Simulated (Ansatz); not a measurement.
Start from PbS in the rock salt structure (space group Fm-3m, No. 225; a = 5.9028 Å).

Computed with plane-wave PAW DFT at the PBEsol level (Ansatz, a program for electronic structure, 420 eV), without spin-orbit coupling, earlier PAW set.

One change was made to it. Results:

```json
[
 {"quantity": "shortest interatomic distance", "base": "2.951 Å", "after": "2.881 Å"},
 {"quantity": "density", "base": "7.73 g/cm³", "after": "8.31 g/cm³"}
]
```

Question: What was done to the base?
A. pressure 1.5 GPa
B. pressure 5 GPa
C. pressure 0.7 GPa
D. pressure −2 GPa

Answer: B, pressure 5 GPa. For comparison, the shortest interatomic distance in the other runs: pressure 1.5 GPa gives 2.928 Å; pressure −2 GPa gives 2.987 Å; pressure 0.7 GPa gives 2.940 Å.

Load acts through the strain it causes; cell and atoms are relaxed under it. Stability against distortions was not tested. No other phases were tried under pressure.
